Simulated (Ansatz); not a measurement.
# Element substitutions in Rb3InCl6

Consider Rb3InCl6 (space group Fm-3m, No. 225; a = 11.1278 Å; a cell from a computed database, its experimental status unchecked).

Each row replaces one element on all its sites; cell and atoms are relaxed.

Level of theory: r2SCAN (Ansatz, a first-principles code; PAW; 500 eV plane waves; scalar-relativistic without spin-orbit coupling).

```
change   lattice parameter a    gap character   electron mass
-------  -------------------  ---------------  --------------
base                11.128 Å      direct at Γ  0.50 mₑ (at Γ)
Cl → F               9.359 Å  indirect, L → Γ  0.51 mₑ (at Γ)
Cl → I              12.661 Å      direct at Γ  0.38 mₑ (at Γ)
Rb → Li              9.956 Å      direct at Γ  0.55 mₑ (at Γ)
```

With I present, leaving out spin-orbit coupling can change the band edges. Effective masses come from finite differences of ±0.01 Å⁻¹. No phonon test of stability was made. For Rb3InF6, Rb3InI6 and Li3InCl6 in this form, whether it has been made was not checked.
